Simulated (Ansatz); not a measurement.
Base system: GaCuSe2 in the chalcopyrite structure (space group I-42d, No. 122; a = 5.508 Å, c = 10.962 Å). Axes: x, y, z lie along a, b, c of the conventional cell.

Level of theory: Kohn–Sham DFT with the LDA functional, run in Ansatz (a quantum-chemistry and plane-wave program) with PAW and 420 eV plane waves, no spin-orbit coupling.

Before the change:

| Quantity | Result |
|---|---|
| Band gap | 0.17 eV |

It is then changed as follows: the cell is stretched by 1.50 % along z with no lateral relaxation; the atoms relax in the strained cell.

Task: What does the calculation give for the band gap after the change?

Result: The band gap falls by 0.05 eV (0.17 eV → 0.12 eV).

Task: Predict the new stress.

Result: The stress (xx, yy, zz, yz, xz, xy; compression positive) comes out as (-0.91, -0.91, -1.54, 0.00, 0.00, 0.00) GPa.

No phonon test of stability was made. The final runs are not spin-polarised. A zero or small gap of GaCuSe2 can be the functional's error rather than a property of the material.
